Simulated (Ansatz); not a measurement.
TiAl3: tensor shear ε_yz = +0.18 %

The reference is TiAl3 (space group I4/mmm, No. 139; a = 3.8262 Å, c = 8.5542 Å; relaxed with 0.1 eV smearing). Axes: x, y, z lie along a, b, c of the conventional cell.

Perturbation: tensor shear ε_yz = +0.18 % (engineering shear γ = 0.0036); the atoms relax in the strained cell.

Level of theory: DFT with r2SCAN, PAW potentials and a 500 eV plane-wave cutoff in Ansatz (a program for electronic structure), no SOC. Γ-centred 21×21×21 mesh, Fermi–Dirac width 0.1 eV.

```csv
quantity,base,changed,shift
volume per atom,15.65 Å³,15.65 Å³,0.00 Å³
space group,I4/mmm (No. 139),C2/m (No. 12),–
shortest interatomic distance,2.706 Å,2.705 Å,-0.001 Å
energy relative to the base (free energy F),0 meV/atom,+0.1 meV/atom,+0.1 meV/atom
"pressure (mean of the normal stresses, compression positive)",0.0 GPa,0.0 GPa,0.0 GPa
band gap,zero,zero,–
"stress (xx, yy, zz, yz, xz, xy; compression positive)",–,"(0.0, 0.0, 0.0, -0.4, 0.0, 0.0) GPa",–
```

Stability against distortions was not tested. All final runs are without spin polarisation.
